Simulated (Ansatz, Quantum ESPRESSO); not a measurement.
**Nb (Im-3m, 1 atom in the cell) computed with different codes at matched settings**

Self-consistent single point.

```
CELL_PARAMETERS angstrom
     -1.68370     1.68370     1.68370
      1.68370    -1.68370     1.68370
      1.68370     1.68370    -1.68370
ATOMIC_POSITIONS crystal
  Nb 0.00000 0.00000 0.00000
```

Shared settings, as Ansatz (a first-principles code) writes them: kpoints.mp_grid.grid = 11 11 11; magnetization.spin_orbit = true; scf.occupations.method = fermi_dirac; scf.occupations.width = 0.0073 Ry. Potentials and cutoffs stand in the table.

| code | model | pressure (GPa) | cutoff |
|---|---|---|---|
| Quantum ESPRESSO | PBE, spin-orbit coupling, PseudoDojo fully relativistic norm-conserving (PBE) pseudopotentials | -7.19 | 85 Ry |
| Ansatz | PBE with spin-orbit coupling, default PAW files | -7.46 | 30.9 Ry |

The spread over the programs that give each value: pressure within 0.27 GPa.

Ansatz's pressure is given at a fixed set of plane waves, as the other plane-wave codes print theirs.

The starting cell comes from a database of computed structures (which also holds hypothetical and non-ambient phases and stackings), without a prior relaxation at this level. Its lattice was rescaled by a random factor within 2.5 % of one.

Left out of this page: ABINIT (failed or unconverged); Elk, FLEUR and SIESTA (not drawn, or without a comparable value).

Keys are those of Ansatz 0.2.
